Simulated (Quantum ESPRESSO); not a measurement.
Cost against accuracy: K_POINTS for Ti3Ag (Pm-3m, 4 atoms in the cell)

```
CELL_PARAMETERS angstrom
      4.09881     0.00000     0.00000
      0.00000     4.09881     0.00000
      0.00000     0.00000     4.09881
ATOMIC_POSITIONS crystal
  Ti 0.50000 0.50000 0.00000
  Ti 0.00000 0.50000 0.50000
  Ti 0.50000 0.00000 0.50000
  Ag 0.00000 0.00000 0.00000
```

Level of theory: PBEsol, PseudoDojo standard norm-conserving (PBESOL) pseudopotentials (plane waves; Quantum ESPRESSO).

Base settings: ecutwfc = 85 Ry; occupations = smearing; smearing = gauss; degauss = 0.0099958 Ry; potentials = {Ti: Ti.upf, Ag: Ag.upf}; K_POINTS = automatic 6 6 6 0 0 0; conv_thr = 1e-10 Ry.

Misses are taken against the tightest run, automatic 16 16 16 0 0 0, which need not be fully converged itself. The energy is the free energy per atom.

The count of work is k-points × plane waves × bands × iterations; it is no time, and leaves out set-up, grids and terms that scale otherwise. Core times come from one kind of shared machine and are given to one figure; runs under 30 s give none.

The starting cell comes from a database of computed structures (which also holds hypothetical and non-ambient phases and stackings), without a prior relaxation at this level. Spin polarisation is off. In the base run, with a pressure of about -5 GPa the cell is away from its equilibrium volume at this level.

The runs (K_POINTS): automatic 1 1 1 0 0 0 | automatic 2 2 2 0 0 0 | automatic 3 3 3 0 0 0 | automatic 4 4 4 0 0 0 | automatic 5 5 5 0 0 0 | automatic 6 6 6 0 0 0 | automatic 7 7 7 0 0 0 | automatic 8 8 8 0 0 0 | automatic 9 9 9 0 0 0 | automatic 11 11 11 0 0 0 | automatic 13 13 13 0 0 0 | automatic 16 16 16 0 0 0.

Problem. Which is the coarsest setting among those run that, with all tighter ones, holds the energy within 5 meV/atom of the reference, and what does it save?

Solution. automatic 3 3 3 0 0 0, off by 3.4 meV/atom; it needs 0.030 of the reference's count of work.

Problem. Which is the coarsest setting among those run that, with all tighter ones, holds the energy within 0.5 meV/atom of the reference, and what does it save?

Solution. automatic 7 7 7 0 0 0, off by 0.10 meV/atom; it needs 0.12 of the reference's count of work and about 0.1 of the reference's time. The coarser automatic 5 5 5 0 0 0 also lies inside, but a setting between leaves the range again, so that is luck.

Problem. What does the step from automatic 2 2 2 0 0 0 to automatic 5 5 5 0 0 0 buy?

Solution. It takes the miss in the energy from 93 to 0.41 meV/atom, for 2.3 times the count of work.

| K_POINTS | energy less reference (meV/atom) | pressure less reference (GPa) | count of work / reference | core time / reference (rough) |
|---|---|---|---|---|
| automatic 1 1 1 0 0 0 | -656.61 | -23.00 | 0.0061 | – |
| automatic 2 2 2 0 0 0 | -93.28 | -2.37 | 0.026 | – |
| automatic 3 3 3 0 0 0 | 3.38 | 0.20 | 0.030 | – |
| automatic 4 4 4 0 0 0 | 4.49 | 0.25 | 0.056 | – |
| automatic 5 5 5 0 0 0 | -0.41 | -0.09 | 0.061 | – |
| automatic 6 6 6 0 0 0 | -1.32 | -0.04 | 0.12 | 0.1 |
| automatic 7 7 7 0 0 0 | -0.10 | 0.00 | 0.12 | 0.1 |
| automatic 8 8 8 0 0 0 | 0.05 | 0.03 | 0.24 | 0.2 |
| automatic 9 9 9 0 0 0 | 0.20 | 0.00 | 0.23 | 0.2 |
| automatic 11 11 11 0 0 0 | -0.07 | 0.00 | 0.34 | 0.3 |
| automatic 13 13 13 0 0 0 | 0.02 | 0.00 | 0.51 | 0.5 |
| automatic 16 16 16 0 0 0 | 0.00 | 0.00 | 1.0 | 1 |
